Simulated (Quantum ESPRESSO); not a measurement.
Pressure against volume in hcp Be (space group 194) (Quantum ESPRESSO, PBE)

```
Be
1.0
    2.24928     0.00000     0.00000
   -1.12464     1.94793     0.00000
    0.00000     0.00000     3.51634
Be
2
Direct
  0.66667   0.33333   0.75000
  0.33333   0.66667   0.25000
```

Computed with PBE, GBRV 1.5 ultrasoft (PBE) pseudopotentials (plane waves; Quantum ESPRESSO). Settings: ecutwfc = 52 Ry; ecutrho = 260 Ry; occupations = smearing; smearing = fermi-dirac; degauss = 0.0036749 Ry; potentials = {Be: be_pbe_v1.4.uspp.F.UPF}; K_POINTS = automatic 29 29 16 0 0 0; conv_thr = 1e-10 Ry; mixing_beta = 0.4. The cell above is the first row's. The rows scale it uniformly. In all rows fractional positions and the k mesh are held.

```csv
V (Å^3/atom),P (GPa)
7.703,?
7.871,1.22
8.038,-1.36
8.206,-3.73
8.373,-5.89
8.541,-7.86
8.708,-9.67
8.876,-11.32
9.043,-12.83
```

Fit P of the 8 rows that show it with a cubic. With u = V - 8.5, the rows have u = -0.6290, -0.4620, -0.2940, -0.1270, 0.0410, 0.2080, 0.3760, 0.5430. Least squares gives P = -7.400 - 11.512·u + 3.108·u² - 0.596·u³. Residuals (row less fit): 0.001, -0.001, 0.002, -0.003, 0.007, -0.005, 0.001, 0.000; standard error 0.005 (degrees of freedom: 4). The fitted pressure is zero at V0 = 7.948, where dP/dV = -15.49, so B0 = -V0·dP/dV = 123 GPa.

### Question
Predict the withheld P at V = 7.703 from the fit, and compare with the calculation.

### Answer
u = -0.7970, so P = -7.400 - 11.512 × (-0.7970) + 3.108 × (-0.7970)² - 0.596 × (-0.7970)³ = 4.051 GPa. The calculation gives 4.06 GPa, 0.009 GPa above the prediction (0.1 % of the range of P in the table). The row lies outside the fitted rows, so this is an extrapolation. From the scatter of the fitted rows alone, a prediction at this place has a standard error of 0.012 GPa, so the miss is 0.7 times that.

Carrying the step between the two nearest rows on in a straight line would have given 3.82, off by 0.24; series whose last step already gives the withheld value aren't shown. The scan was laid around a cell of about the measured size, scaled by a guess for this functional; axis ratios and inner coordinates come from that cell. The runs keep the symmetry of the cell, so they don't test it for distortions. The shape of the cell and the inner coordinates aren't relaxed, so V0 and B0 belong to this uniform scaling; a relaxed crystal lies no higher in energy and is usually softer. Cutoffs and mesh are single choices, not tested for convergence of this quantity. Series with a scatter that would blur these digits, or in which a gap closes, are not shown.
